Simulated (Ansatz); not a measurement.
Consider the following.

```
CELL_PARAMETERS angstrom
      4.83370     0.00000     0.00000
      0.00000     4.83370     0.00000
      0.00000     0.00000     3.33657
ATOMIC_POSITIONS crystal
  Cd 0.00000 0.00000 0.00000
  Cd 0.50000 0.50000 0.50000
  O  0.31536 0.31536 0.00000
  O  0.81536 0.18464 0.50000
  O  0.18464 0.81536 0.50000
  O  0.68464 0.68464 0.00000
```

No spin polarisation.

A single point on SnO2 with a change (Sn → Cd), its geometry relaxed with PBEsol.

Level of theory: r2SCAN, PAW, 500 eV (Ansatz, a first-principles code; no spin-orbit coupling). Settings: 10×10×14 k-points, 0.05 eV Fermi–Dirac smearing.

Predict the band gap.

Zero.

What is the computed pressure?

0.8 GPa.

Single points use the geometry relaxed with PBEsol. Stability against distortions was not tested. The final runs are not spin-polarised. The cell was made from SnO2 by this change: Sn → Cd; the result is a hypothetical phase, not in the database extracts checked.
